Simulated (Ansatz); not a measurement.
Functionals compared on the (100) surface of rock-salt TiC, S on all C sites of the top plane (bottom of the slab: a bare face, its two planes held), in Ansatz (plane waves, PAW). The structure was relaxed with PBE; the other rows are single points on it. Cutoff 420 eV (500 eV for r2SCAN).

Model: 12-atom slab, 11.0 Å thick at the start with caps and adatoms (thin: gaps and levels are the slab's own), 12x12x1 mesh, Fermi-Dirac 0.1 eV, dipole correction, 4 atoms held, the rest relaxed; symmetry of the start imposed; no spin, no spin-orbit, no U. In PBE it is, or lies within 0.01 eV a 1x1 cell of, the lowest of the 2 structures of its composition computed so far; subsurface sites and larger cells were not tried. These notes are the PBE run's.

```json
[
 {"functional": "PBE", "work function of the top face (eV)": "4.33", "rough cost of the single point": "–"},
 {"functional": "RPBE", "work function of the top face (eV)": "4.21", "rough cost of the single point": "very roughly 24 core-seconds"},
 {"functional": "r2SCAN", "work function of the top face (eV)": "[?]", "rough cost of the single point": "roughly 50 core-seconds"}
]
```

What belongs in the gaps?


- r2SCAN, work function of the top face (eV): 4.35

Ansatz is an electronic-structure program.
